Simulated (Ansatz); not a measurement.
**A computed series for Nb: response to strain**

Start from Nb in the bcc (W type) structure (space group Im-3m, No. 229; relaxed with 0.1 eV smearing).

```xyz
1
Lattice="-1.6522 1.6522 1.6522 1.6522 -1.6522 1.6522 1.6522 1.6522 -1.6522" Properties=species:S:1:pos:R:3 pbc="T T T"
Nb     0.0000     0.0000     0.0000
```

Strains are applied to the cell and any free atomic positions relax.

Computed with DFT with r2SCAN, PAW potentials and a 500 eV plane-wave cutoff in Ansatz (a quantum-chemistry and plane-wave program), no spin-orbit coupling.

```tsv
isotropic strain (%)	pressure (GPa)
-5.1	36.0
-4.91	34.3
-0.82	?
0	0.0
5.56	-20.9
```

Problem. Fit P = P₀ − Bδ + Cδ² with δ = (1 + ε)³ − 1 to the rows shown and predict the withheld row.

Solution. Least squares on the printed values gives P₀ = 0.0 GPa, B = 189 GPa, C = 400 GPa (largest residual 0.1 GPa); this predicts 4.8 GPa, and the run gives 4.5 GPa, 0.3 lower.

Whether these cells are dynamically stable was not tested. The final runs are not spin-polarised.
